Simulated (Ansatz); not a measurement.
Data:

```xyz
5
Lattice="4.1038 0.0000 0.0000 0.0000 4.1038 0.0000 0.0000 0.0000 4.1038" Properties=species:S:1:pos:R:3 pbc="T T T"
Ba     0.0000     0.0000     0.0000
Li     2.0519     2.0519     2.0519
F      0.0000     2.0519     2.0519
F      2.0519     0.0000     2.0519
F      2.0519     2.0519     0.0000
```

A single point on BaLiF3 with a change (isotropic strain +3.67 %), its geometry relaxed with PBEsol.

Calculations: PBEsol, PAW, 420 eV (Ansatz, an electronic-structure program; spin-orbit coupling included). Settings: 8×8×8 k-points, 0.05 eV Fermi–Dirac smearing.

**Question.** Predict the pressure and gap character.

**Answer.** The pressure comes out as -6.55 GPa and the gap character is direct at Γ.

Single points use the geometry relaxed with PBEsol. Whether these cells are dynamically stable was not tested. The cell was made from BaLiF3 in the cubic perovskite structure (space group Pm-3m, No. 221; a cell from a computed database, its experimental status unchecked) by this change: isotropic strain +3.67 %. Many cubic perovskites are stable only at high temperature; tilts and polar distortions were not tested.
